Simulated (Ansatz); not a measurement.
## Effect of Al → Ga on Al3Pt2

The parent structure is Al3Pt2 (space group P-3m1, No. 164; a = 4.2042 Å, c = 5.1844 Å; a cell from a computed database, its experimental status unchecked).

It is then changed as follows: every Al is replaced by Ga, then cell and atoms are relaxed.

Computed with PBEsol, PAW, 420 eV (Ansatz, an electronic-structure program; no SOC). Γ-centred 13×13×9 mesh, Fermi–Dirac width 0.05 eV.

The volume per atom increases by 0.40 Å³, from 15.87 Å³ to 16.27 Å³ and the density rises by 2.37 g/cm³, from 9.86 g/cm³ to 12.23 g/cm³. The lattice parameter a increases by 0.0354 Å to 4.240 Å and the space group remains P-3m1 (No. 164). The band gap stays zero.

Stability against distortions was not tested. The final runs are not spin-polarised.
